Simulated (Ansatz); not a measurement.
The reference is Zn in the hcp (Mg type) structure (space group P6_3/mmc, No. 194; relaxed with 0.1 eV smearing).

```xyz
2
Lattice="2.6129 0.0000 0.0000 -1.3065 2.2629 0.0000 0.0000 0.0000 4.7815" Properties=species:S:1:pos:R:3 pbc="T T T"
Zn     1.3065     0.7543     3.5861
Zn     0.0000     1.5086     1.1954
```

Computed with PBEsol (Ansatz, a first-principles code; PAW; 420 eV plane waves; no spin-orbit coupling).

Before the change:

```
Property   Result
--------  -------
Pressure  0.0 GPa
Band gap     zero
```

Now apply this change: every lattice vector is stretched by 3.00 %, atoms relaxed at fixed cell.

Problem. What does the calculation give for the pressure after the change?

Solution. The pressure (mean of the normal stresses, compression positive) goes from zero to -6.5 GPa.

Problem. Estimate the effect on the energy relative to the base.

Solution. The energy grows by 29 meV/atom.

Problem. Predict the new band gap.

Solution. The band gap stays zero.

The cells carry an imposed strain or load. No phonon test of stability was made.
